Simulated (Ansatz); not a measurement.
The structure below was relaxed with DFT with r2SCAN, PAW potentials and a 500 eV plane-wave cutoff in Ansatz (a program for electronic structure), no SOC, earlier PAW set, at pressure −2 GPa.

Space group F-43m (No. 216); a = 6.1252 Å, b = 6.1252 Å, c = 6.1252 Å, α = 90.00°, β = 90.00°, γ = 90.00°

```tsv
atom	site	symmetry	x	y	z
I	4c	-43m	0.2500	0.2500	0.2500
Cu	4a	-43m	0.0000	0.0000	0.0000
```

**Question.** Write out a cell with all atoms.

**Answer.** 
```
CuI
1.0
    6.12518     0.00000     0.00000
    0.00000     6.12518     0.00000
    0.00000     0.00000     6.12518
I Cu
4 4
Cartesian
  1.53130   1.53130   1.53130
  1.53130   4.59389   4.59389
  4.59389   1.53130   4.59389
  4.59389   4.59389   1.53130
  0.00000   0.00000   0.00000
  0.00000   3.06259   3.06259
  3.06259   0.00000   3.06259
  3.06259   3.06259   0.00000
```
This is the conventional cell.

Load acts through the strain it causes; cell and atoms are relaxed under it. Whether these cells are dynamically stable was not tested. The final runs are not spin-polarised. The cell was made from CuI in the zinc blende structure (space group F-43m, No. 216) by this change: pressure −2 GPa.
